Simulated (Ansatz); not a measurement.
Defect migration in beta Si3N4: N vacancy, charge state +1. Method: PBE, PAW (plane waves to 420 eV; Ansatz, a program for electronic structure).

Settings: 84 host sites, the relaxed PBE lattice, the Γ point alone, smearing 0.01 eV, spin-restricted, no image-charge correction. Energies are static. The charge state is imposed; whether it is stable for some Fermi level was not computed. Forms of the defect that were not tried may lie lower. The order of the sites in energy changes with the mesh.

Barriers: single points on a 2×2×2 k-point mesh shifted by half a step along c at the bands' geometries (they differ from the bands' own by up to 0.21 eV, and are uncertain by about as much).

Relaxed starting cell (atoms counted from 1):

```
CELL_PARAMETERS angstrom
     15.32742     0.00000     0.00000
     -3.83185     6.63697     0.00000
      0.00000     0.00000     8.77980
ATOMIC_POSITIONS crystal
  Si 0.20131 0.17347 0.25046
  Si 0.20202 0.17627 0.58428
  Si 0.20203 0.17630 0.91664
  Si 0.70222 0.17650 0.25047
  Si 0.70194 0.17637 0.58355
  Si 0.70193 0.17637 0.91738
  Si 0.11373 0.40411 0.08296
  Si 0.11373 0.40411 0.41796
  Si 0.11326 0.40413 0.75047
  Si 0.61478 0.40696 0.08421
  Si 0.61477 0.40695 0.41672
  Si 0.61403 0.40581 0.75046
  Si 0.41178 0.23145 0.25046
  Si 0.41129 0.22824 0.58398
  Si 0.41129 0.22823 0.91694
  Si 0.91094 0.23055 0.25047
  Si 0.91091 0.23028 0.58372
  Si 0.91091 0.23028 0.91720
  Si 0.29589 0.82248 0.08368
  Si 0.29589 0.82251 0.41725
  Si 0.29646 0.82114 0.75046
  Si 0.79674 0.82498 0.08385
  Si 0.79675 0.82498 0.41708
  Si 0.79658 0.82450 0.75046
  Si 0.08717 0.76827 0.08417
  Si 0.08717 0.76826 0.41676
  Si 0.08762 0.76976 0.75046
  Si 0.58771 0.77008 0.08314
  Si 0.58772 0.77008 0.41779
  Si 0.58793 0.77120 0.75046
  Si 0.38418 0.59096 0.25046
  Si 0.38538 0.59419 0.58384
  Si 0.38538 0.59420 0.91708
  Si 0.88418 0.59533 0.25046
  Si 0.88446 0.59554 0.58365
  Si 0.88446 0.59553 0.91728
  N  0.33270 0.33277 0.57820
  N  0.33269 0.33277 0.92273
  N  0.83261 0.33473 0.25046
  N  0.83255 0.33471 0.58310
  N  0.83255 0.33471 0.91784
  N  0.16630 0.66527 0.08495
  N  0.16629 0.66526 0.41599
  N  0.16618 0.66544 0.75045
  N  0.66600 0.66663 0.08414
  N  0.66600 0.66662 0.41678
  N  0.66587 0.66623 0.75047
  N  0.14904 0.32766 0.25046
  N  0.14738 0.32748 0.58398
  N  0.14740 0.32752 0.91694
  N  0.64717 0.32838 0.25047
  N  0.64648 0.32764 0.58333
  N  0.64648 0.32763 0.91760
  N  0.48216 0.30077 0.08442
  N  0.48215 0.30074 0.41651
  N  0.48240 0.29789 0.75046
  N  0.98335 0.29858 0.08415
  N  0.98336 0.29859 0.41678
  N  0.98280 0.29875 0.75047
  N  0.33507 0.97043 0.25046
  N  0.33529 0.96513 0.58345
  N  0.33529 0.96511 0.91749
  N  0.83374 0.96832 0.25047
  N  0.83365 0.96804 0.58377
  N  0.83365 0.96804 0.91715
  N  0.34879 0.66369 0.08655
  N  0.34880 0.66373 0.41438
  N  0.35009 0.66706 0.75046
  N  0.85084 0.67197 0.08385
  N  0.85084 0.67197 0.41708
  N  0.85097 0.67176 0.75046
  N  0.16767 0.03368 0.08416
  N  0.16768 0.03367 0.41676
  N  0.16645 0.03297 0.75047
  N  0.66405 0.03213 0.08429
  N  0.66406 0.03214 0.41664
  N  0.66472 0.03327 0.75046
  N  0.01593 0.70378 0.25046
  N  0.01627 0.70436 0.58339
  N  0.01627 0.70434 0.91754
  N  0.51419 0.69766 0.25046
  N  0.51564 0.70276 0.58386
  N  0.51564 0.70278 0.91706
```
Cell charge +1.

End state 1 differs by these moves (Å; atoms that move under 0.08 Å are left out):

```tsv
atom	element	Δx	Δy	Δz
1	Si	0.07	-0.05	-0.10
3	Si	0.07	-0.07	0.10
7	Si	0.14	-0.05	0.01
25	Si	-0.02	-0.87	0.00
42	N	0.06	-0.07	-0.01
48	N	-0.01	-0.12	-0.01
50	N	0.01	-0.12	0.01
57	N	-0.08	0.29	0.00
72	N	1.41	1.97	1.45
78	N	0.00	-0.09	0.00
80	N	-0.01	-0.09	0.00
```

### Question
What forward and backward barriers to end state 1 does PBE, PAW give?

### Answer
forward 5.01 eV, backward 4.88 eV; at the saddle point atom 72 has neighbours Si at 1.69, Si at 1.97, Si at 2.02 Å. The saddle point's order was not checked.

End state 2 differs by these moves (Å; atoms that move under 0.08 Å are left out):

```json
[
 {"atom": "4", "element": "Si", "Δx": "0.05", "Δy": "-0.07", "Δz": "-0.02"},
 {"atom": "5", "element": "Si", "Δx": "0.05", "Δy": "-0.07", "Δz": "0.02"},
 {"atom": "11", "element": "Si", "Δx": "0.78", "Δy": "0.38", "Δz": "0.00"},
 {"atom": "13", "element": "Si", "Δx": "-0.02", "Δy": "-0.01", "Δz": "0.11"},
 {"atom": "14", "element": "Si", "Δx": "-0.02", "Δy": "0.01", "Δz": "-0.11"},
 {"atom": "23", "element": "Si", "Δx": "-0.02", "Δy": "0.11", "Δz": "0.00"},
 {"atom": "51", "element": "N", "Δx": "0.09", "Δy": "0.01", "Δz": "0.00"},
 {"atom": "52", "element": "N", "Δx": "0.10", "Δy": "0.01", "Δz": "0.00"},
 {"atom": "55", "element": "N", "Δx": "-2.44", "Δy": "0.22", "Δz": "-1.46"},
 {"atom": "63", "element": "N", "Δx": "0.08", "Δy": "0.01", "Δz": "-0.01"},
 {"atom": "64", "element": "N", "Δx": "0.08", "Δy": "0.01", "Δz": "0.01"},
 {"atom": "70", "element": "N", "Δx": "-0.22", "Δy": "-0.24", "Δz": "0.00"}
]
```

### Question
What is the computed forward and backward barriers to end state 2 (PBE, PAW)?

### Answer
forward 5.11 eV, backward 4.94 eV; at the saddle point atom 55 has neighbours Si at 1.68, 2 Si at 2.01 Å. The saddle point's order was not checked.

End state 3 differs by these moves (Å; atoms that move under 0.08 Å are left out):

```tsv
atom	element	Δx	Δy	Δz
1	Si	0.02	-0.10	0.00
19	Si	-0.05	0.07	-0.02
20	Si	-0.05	0.07	0.02
28	Si	0.01	0.00	0.11
29	Si	0.01	0.00	-0.11
31	Si	-0.79	-0.36	0.00
48	N	0.20	0.25	0.00
66	N	-0.09	0.05	-0.02
67	N	-0.09	0.04	0.02
72	N	-0.12	-0.03	-0.02
73	N	-0.12	-0.03	0.02
81	N	-1.43	-2.47	0.00
```

### Question
Estimate the forward and backward barriers to end state 3 that PBE, PAW returns for this input.

### Answer
forward 3.87 eV, backward 3.70 eV; at the saddle point atom 81 has neighbours Si at 1.65, Si at 1.77 Å. The saddle point's order was not checked, and it lies on a symmetry element of the cell, where a band can be held.
